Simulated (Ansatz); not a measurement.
For GaN (model structure, P6₂22, No. 180, 6 atoms in the cell), LDA in Ansatz (plane waves, PAW) gives:

```
Property                   Result
-------------------  ------------
lattice parameter a       3.097 Å
lattice parameter c       7.285 Å
bulk modulus B0           215 GPa
cohesive energy      5.04 eV/atom
band gap                  1.78 eV
```

Task: What does r²SCAN (plane waves, PAW; Ansatz, an electronic-structure program) give for the same quantities?

Result: 
- lattice constant a: 3.125 Å (rises by 0.9 %)
- lattice parameter c: 7.372 Å (rises by 1.2 %)
- bulk modulus: 207 GPa (shrinks by 3.7 %)
- cohesive energy: 4.07 eV/atom (drops by 0.97 eV/atom)
- band gap: 1.89 eV (rises by 0.11 eV)

Changes are worked out from the printed values.

Unless a cell is named, each level is at its own relaxed cell (LDA 10.08, r²SCAN 10.39 Å³/atom).

Levels without +SOC have no spin–orbit coupling; where heavier elements are present it shifts gaps, mostly down, and can invert bands. Density-functional gaps are differences of (generalised) Kohn–Sham levels.

Caveats: the bulk modulus is −V dP/dV from two relaxed cells at ±2 % in volume (LDA, r²SCAN). Ansatz's density-functional and Hartree–Fock values are scalar-relativistic unless marked +SOC, with PAW data made under PBE.

A model structure was made by putting elements into a prototype or built by hand; it is no filed structure, need not be a known phase, and can be a saddle point held by its symmetry.
